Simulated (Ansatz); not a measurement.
**A computed series for KNiF3: magnetic orders**

Consider KNiF3 in the cubic perovskite structure (space group Pm-3m, No. 221; ferromagnetic).

```yaml
crystal:
  lattice:
    - [4.00128, 0.00000, 0.00000]
    - [0.00000, 4.00128, 0.00000]
    - [0.00000, 0.00000, 4.00128]
  atoms:
    - { symbol: K, position: [0.00000, 0.00000, 0.00000] }
    - { symbol: Ni, position: [0.50000, 0.50000, 0.50000] }
    - { symbol: F, position: [0.00000, 0.50000, 0.50000] }
    - { symbol: F, position: [0.50000, 0.00000, 0.50000] }
    - { symbol: F, position: [0.50000, 0.50000, 0.00000] }
```

Each order is relaxed in cell and atoms; arrows give the starting signs on the magnetic atoms.

Computed with PBEsol (Ansatz, a first-principles code, PAW, spin-orbit coupling left out).

Only one of these has no band gap. Which?
A) ↑↓ start, q = (1/2, 1/2, 1/2), 10 atoms
B) ↑↓ start, q = (0, 1/2, 1/2), 10 atoms
C) non-magnetic
D) ↑↓ start, q = (0, 0, 1/2), 10 atoms

C, non-magnetic. Computed: ↑↓ start, q = (0, 0, 1/2), 10 atoms: 0.42 eV; ↑↓ start, q = (0, 1/2, 1/2), 10 atoms: 0.79 eV; ↑↓ start, q = (1/2, 1/2, 1/2), 10 atoms: 1.31 eV; non-magnetic: zero

Other magnetic orders, which the real material may have, were not ruled out. No phonon test of stability was made. No Hubbard U is applied, and correlation can decide whether such a compound is a metal. A gap here joins edges of opposite spin (a spin-flip gap). Spin-polarised in the final run: ↑↓ start, q = (0, 0, 1/2), 10 atoms, base, ↑↓ start, q = (0, 1/2, 1/2), 10 atoms and ↑↓ start, q = (1/2, 1/2, 1/2), 10 atoms; the other runs are not. Many cubic perovskites are stable only at high temperature; tilts and polar distortions were not tested.
